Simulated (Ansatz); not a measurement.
GaAs under load (space group F-43m): band-edge transport data

Here is the system:

```
GaAs
1.0
    0.00000     2.75016     2.75016
    2.75016     0.00000     2.75016
    2.75016     2.75016     0.00000
Ga As
1 1
Direct
  0.00000   0.00000   0.00000
  0.25000   0.25000   0.25000
```

Method: r2SCAN with spin-orbit coupling, rigid bands (plane waves, PAW; Ansatz, a first-principles code). Condition of this run: hydrostatic pressure of 7.2 GPa (compression positive) (the target of the relaxation). How the cell was made: cell and atoms relaxed with PBEsol, then loaded as said.

- band gap: 1.46 eV
- electron conductivity mass (300 K, dilute): 0.32 mₑ
- hole conductivity mass (300 K, dilute): 0.36 mₑ
- effective density of states N_c (300 K): 4.0e19 cm⁻³
- effective density of states N_v (300 K): 1.1e19 cm⁻³
- density-of-states mass, electrons: 1.38 mₑ
- density-of-states mass, holes: 0.58 mₑ
- Seebeck coefficient, n-type 1e19 cm⁻³, 300 K: -343 μV/K
- best n-type power factor at 300 K for τ = 10 fs (best axis; densities from 1e16 to 1e21 cm⁻³ tried, whether or not they can be reached): 26 μW/(cm·K²) at 3e20 cm⁻³
- Seebeck coefficient, p-type 1e19 cm⁻³, 300 K: 236 μV/K

Rigid bands; masses and Seebeck coefficients take one relaxation time τ for all states and one kind of carrier; polarons and phonon drag are left out. Geometry: cell and atoms relaxed with PBEsol.
